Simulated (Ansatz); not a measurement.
Response to strain in hypothetical cubic perovskite NaZnCl3

Take NaZnCl$_{3}$ in the cubic perovskite structure (space group Pm-3m, No. 221; a hypothetical phase, not in the database extracts checked) as the base.

```xyz
5
Lattice="4.8590 0.0000 0.0000 0.0000 4.8590 0.0000 0.0000 0.0000 4.8590" Properties=species:S:1:pos:R:3 pbc="T T T"
Na     0.0000     0.0000     0.0000
Zn     2.4295     2.4295     2.4295
Cl     0.0000     2.4295     2.4295
Cl     2.4295     2.4295     0.0000
Cl     2.4295     0.0000     2.4295
```

Cartesian axes are those of the cell as printed.

Strains are applied to the cell and any free atomic positions relax; under biaxial strain the out-of-plane vector relaxes too.

Computed with Ansatz (a first-principles code) r2SCAN, no spin-orbit coupling.

Candidates:
(a) biaxial strain −1.98 %, plane normal [001], relaxed out of plane
(b) tensor shear ε_xy = −0.34 %
(c) tensor shear ε_yz = +3.58 %
(d) tensor shear ε_yz = −3.75 %
(e) strain tensor (xx, yy, zz, yz, xz, xy) = (+0.10, −2.76, +1.37, −0.19, +0.66, +0.04) %

Notes on the quantities. energy relative to the base: free energy F.

Order them by energy relative to the base, highest first.

(d) tensor shear ε_yz = −3.75 % (+7.7 meV/atom), (c) tensor shear ε_yz = +3.58 % (+7.0 meV/atom), (a) biaxial strain −1.98 %, plane normal [001], relaxed out of plane (+4.3 meV/atom), (e) strain tensor (xx, yy, zz, yz, xz, xy) = (+0.10, −2.76, +1.37, −0.19, +0.66, +0.04) % (+3.4 meV/atom), (b) tensor shear ε_xy = −0.34 % (+0.1 meV/atom)

Stability against distortions was not tested. Many cubic perovskites are stable only at high temperature; tilts and polar distortions were not tested.
